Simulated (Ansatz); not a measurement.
Start from BaTiO₃ (space group R3m, No. 160; a = 5.635 Å, c = 6.926 Å (hexagonal axes)).

Perturbation: a negative pressure, −1 GPa.

Levels (all Ansatz, a program for electronic structure, PAW, earlier PAW set): PBEsol (420 eV, no spin-orbit coupling); HSE06 (420 eV, no spin-orbit coupling); PBEsol+SOC (420 eV, spin-orbit coupling included).

One geometry, relaxed with PBEsol, under each level:

```json
[
 {"level": "PBEsol", "band gap": "2.38 eV", "lowest conduction level above the VBM at special points": "Γ 2.38 eV; L 2.53 eV; S₀ 3.90 eV", "electron mass": "–", "pressure": "-10.0 kbar"},
 {"level": "HSE06", "band gap": "___", "lowest conduction level above the VBM at special points": "___", "electron mass": "–", "pressure": "–"},
 {"level": "PBEsol+SOC", "band gap": "2.37 eV", "lowest conduction level above the VBM at special points": "Γ 2.37 eV; L 2.53 eV; S₀ 3.89 eV; S₂ 3.89 eV", "electron mass": "0.84 mₑ along c, 1.3 mₑ across (at Γ)", "pressure": "-10.0 kbar"}
]
```

### Question
Give the withheld HSE06 results.

### Answer

- HSE06, band gap: 3.87 eV
- HSE06, lowest conduction level above the VBM at special points: Γ 3.87 eV; L 4.04 eV; S₀ 5.54 eV

Single points use the geometry relaxed with PBEsol. The hybrid gap comes from the SCF mesh plus the semilocal run's edge points and a few special points and is an upper bound. Differences between runs with and without spin-orbit coupling are approximate. Load acts through the strain it causes; cell and atoms are relaxed under it. Masses are band curvatures over ±0.01 Å⁻¹ around the edge. Whether these cells are dynamically stable was not tested. The runs without spin-orbit coupling are not spin-polarised. This is not the structure that BaTiO3 has at room temperature and ambient pressure.
